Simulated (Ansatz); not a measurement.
The starting structures come from a database of crystals and need not be the phases stable at ambient conditions.

Given:

```xyz
16
Lattice="6.8760 0.0000 0.0000 3.0682 6.1535 0.0000 1.9039 -3.0767 3.6182" Properties=species:S:1:pos:R:3 pbc="T T T"
Na     8.4101     3.0767     1.8091
Li     0.0000     0.0000     0.0000
Li    10.7949     4.5525     1.8091
Li     6.0253     1.6010     1.8091
H      4.3826     1.6277     0.2921
H      8.1043     0.4167     2.6961
H      5.3161     0.1191     3.3261
H      5.8931     3.9901     0.9220
H      4.5386     0.0449     0.4869
H      1.9263     0.6194     1.2681
H      3.9693     0.9649     3.1313
H      3.3178    -1.6292     2.3500
N      4.9800     0.8410     0.0067
N      7.8742     0.6098     1.7128
N      4.8787     1.0047     3.6114
N      5.9633     3.6980     1.9053
```

Space group of this cell: I-4. The cell is taken as given; by r2SCAN its mean pressure is -2.2 GPa.

Transport runs along the normal of the first two printed cell vectors, the (110) plane of the conventional cell.

The gap is the functional's own, uncorrected, and κ follows it; spin-orbit coupling is left out. Mid-gap values are interpolated between the computed energies.

Question: Predict the band gap and the smallest decay constant κ at mid-gap from r2SCAN in Ansatz (a program for electronic structure).

Answer: Gap 3.02 eV on a 8×8×8 mesh; κ = 0.363 1/Å, at the zone centre.
